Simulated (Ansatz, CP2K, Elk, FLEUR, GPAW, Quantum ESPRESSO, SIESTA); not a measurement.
## One structure in several programs: Mg3Zn (Pm-3m, 4 atoms in the cell)

Self-consistent single point, at a second geometry (lattice scaled by 0.98). First geometry:

```xyz
4
Lattice="4.2755 0.0000 0.0000 0.0000 4.2755 0.0000 0.0000 0.0000 4.2755" Properties=species:S:1:pos:R:3 pbc="T T T"
Mg     2.1378     2.1378     0.0000
Mg     0.0000     2.1378     2.1378
Mg     2.1378     0.0000     2.1378
Zn     0.0000     0.0000     0.0000
```

Shared settings, as Ansatz (an electronic-structure program) writes them: kpoints.mp_grid.grid = 6 6 6; scf.occupations.method = fermi_dirac; scf.occupations.width = 0.05 eV. Potentials and cutoffs stand in the table.

| code | model | ΔF from the first geometry (meV/atom) | pressure (GPa) | cutoff |
|---|---|---|---|---|
| SIESTA | LDA PW92, numerical atomic orbitals DZP, PseudoDojo LDA standard norm-conserving potentials (rewritten from UPF to PSML) | 6.2 | 2.04 | grid 400 Ry |
| Ansatz | LDA (PW92), PAW files made with PBE | -1.1 | 1.28 | 420 eV |
| Elk | LDA (PW92), all-electron FP-LAPW, Elk's shipped species files, APW+lo basis with extra local orbitals | -1.5 | – | rgkmax 8 |
| FLEUR | LDA (Perdew-Zunger), all-electron FLAPW (FLEUR), scalar-relativistic valence | -0.8 | – | Kmax 3.8 1/bohr |
| CP2K | LDA (Pade form), GPW, DZVP-MOLOPT-SR-GTH basis, GTH-PADE potentials (GTH_POTENTIALS) | 3.7 | 3.13 | grid 1000 Ry |
| Quantum ESPRESSO | LDA (PZ), GBRV 1.5 ultrasoft (LDA) pseudopotentials | -1.0 | 1.07 | 50 Ry |
| GPAW | LDA (Perdew-Wang 92), GPAW PAW datasets LDA (gpaw-data 1.0.1) | -1.2 | 1.28 | 850 eV |

A dash marks a value that a program does not give, or that is left out as unsure.

The spread over the programs that give each value: ΔF from the first geometry within 7.7 meV/atom; pressure within 2.06 GPa.

SIESTA and CP2K use small atom-centred bases, whose incompleteness enters pressures, forces and empty levels differently from a plane-wave cutoff. Elk and FLEUR treat all electrons, but the usual bases taken here (sphere radii, linearisation, local orbitals, empty states) were not tested for convergence, so the values are no reference for the others. Ansatz's pressure is given at a fixed set of plane waves, as the other plane-wave codes print theirs. The same LDA comes in different parametrisations, which differ slightly. In the pressure, CP2K (by 1.85) lies more than 1 GPa from the median of the plane-wave programs.

The starting cell comes from a database of computed structures (which also holds hypothetical and non-ambient phases and stackings), without a prior relaxation at this level. For this run, on top of that: lattice scaled by 0.98.

Left out of this page: ABINIT (with a known weakness of the program).

Keys are those of Ansatz 0.2.
